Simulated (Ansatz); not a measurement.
**Response to strain in ZnS**

The reference is ZnS in the wurtzite structure (space group P6_3mc, No. 186).

```
CELL_PARAMETERS angstrom
      3.78216     0.00000     0.00000
     -1.89108     3.27545     0.00000
      0.00000     0.00000     6.20765
ATOMIC_POSITIONS crystal
  Zn 0.33333 0.66667 0.00042
  Zn 0.66667 0.33333 0.50042
  S  0.33333 0.66667 0.37458
  S  0.66667 0.33333 0.87458
```

Cartesian axes are those of the cell as printed.

Strains are applied to the cell and any free atomic positions relax; under biaxial strain the out-of-plane vector relaxes too.

The values are results of PBEsol (Ansatz, a quantum-chemistry and plane-wave program), no SOC, not measurements.

| biaxial strain, plane normal [001], relaxed out of plane (%) | out-of-plane strain (%) |
|---|---|
| -3 | 1.92 |
| -2.4 | ? |
| -1.8 | 1.13 |
| -1.2 | 0.75 |
| -0.6 | 0.37 |
| 0 | 0.00 |

**Question.** Fit ε⊥ = −νε + γε² (strains in %) to the rows shown and predict the withheld row.

**Answer.** Least squares on the printed values gives ν = 0.61 (the biaxial Poisson response) and γ = 0.009 (largest residual 0.00 %); this predicts 1.52 %, and the run gives 1.52 %, in agreement.

Whether these cells are dynamically stable was not tested.
